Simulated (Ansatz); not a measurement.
## How the cohesive energy of Ag (model structure, I4₁/amd, No. 141, 2 atoms in the cell) moves with the method

No measured value is used here.

```
level (code)     value (eV/atom)  cell (Å³/atom)
---------------  ---------------  --------------
LDA (Ansatz)                3.33           17.64
PBE (Ansatz)                2.29           19.75
PBEsol (Ansatz)             2.80           18.39
r²SCAN (Ansatz)             2.63           19.06
```

Each level is taken at its own relaxed cell. Cutoffs differ between the levels. Ansatz's density-functional and Hartree–Fock values are scalar-relativistic unless marked +SOC, with PAW data made under PBE.

A model structure was made by putting elements into a prototype or built by hand; it is no filed structure, need not be a known phase, and can be a saddle point held by its symmetry.

Ansatz is a program for electronic structure.
